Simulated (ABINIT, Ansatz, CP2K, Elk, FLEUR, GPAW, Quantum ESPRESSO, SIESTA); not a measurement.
# AgAu (R-3m, 2 atoms in the cell) computed with different codes at matched settings

Self-consistent single point, at a second geometry (lattice scaled by 0.98). First geometry:

```yaml
crystal:
  lattice:
    - [1.42756, 0.82420, 4.63319]
    - [-1.42756, 0.82420, 4.63319]
    - [0.00000, -1.64841, 4.63319]
  atoms:
    - { symbol: Ag, position: [0.00000, 0.00000, 0.00000] }
    - { symbol: Au, position: [0.50000, 0.50000, 0.50000] }
```

Shared settings, as Ansatz (an electronic-structure program) writes them: kpoints.mp_grid.grid = 9 9 9; scf.occupations.method = fermi_dirac; scf.occupations.width = 0.1 eV. Potentials and cutoffs stand in the table.

```tsv
code	model	ΔF from the first geometry (meV/atom)	pressure (GPa)	cutoff
CP2K	PBEsol, GPW, DZVP-MOLOPT-SR-GTH basis, GTH-PBE potentials (GTH_POTENTIALS)	100.0	24.08	grid 500 Ry
FLEUR	PBEsol, all-electron FLAPW (FLEUR), scalar-relativistic valence	59.5	–	Kmax 4 1/bohr
Elk	PBEsol, all-electron FP-LAPW, Elk's shipped species files, APW+lo basis with extra local orbitals	53.4	–	rgkmax 8
GPAW	PBEsol, GPAW PAW datasets PBEsol (made by gpaw-setup)	70.8	18.51	550 eV
Quantum ESPRESSO	PBEsol, GBRV 1.5 ultrasoft (PBESOL) pseudopotentials	60.0	15.48	40 Ry
SIESTA	GGA PBEsol, numerical atomic orbitals DZP, PseudoDojo PBEsol standard norm-conserving potentials (rewritten from UPF to PSML)	56.7	16.17	grid 300 Ry
Ansatz	PBEsol, PAW files made with PBE	60.3	16.48	420 eV
ABINIT	PBEsol, norm-conserving pseudopotentials (PseudoDojo nc-sr-04 PBEsol standard)	59.0	16.22	82 Ry
```

For Quantum ESPRESSO (by 1.0 GPa) the energy change implies a higher mean pressure, against the two pressures, than for the other programs: a sign of finite-basis (Pulay) stress.

A dash marks a value that a program does not give, or that is left out as unsure.

On Ansatz's run: spin-orbit coupling is off.

The spread over the programs that give each value: ΔF from the first geometry within 46.6 meV/atom; pressure within 8.60 GPa.

CP2K and SIESTA use small atom-centred bases, whose incompleteness enters pressures, forces and empty levels differently from a plane-wave cutoff. FLEUR and Elk treat all electrons, but the usual bases taken here (sphere radii, linearisation, local orbitals, empty states) were not tested for convergence, so the values are no reference for the others. Ansatz's pressure is given at a fixed set of plane waves, as the other plane-wave codes print theirs; with its correction for the finite basis it is 16.56 GPa. In the pressure, CP2K (by 7.73) and GPAW (by 2.16) lie more than 1 GPa from the median of the plane-wave programs.

The starting cell comes from a database of computed structures (which also holds hypothetical and non-ambient phases and stackings), without a prior relaxation at this level. Its lattice was rescaled by a random factor within 2.5 % of one. For this run, on top of that: lattice scaled by 0.98.

Keys are those of Ansatz 0.2.
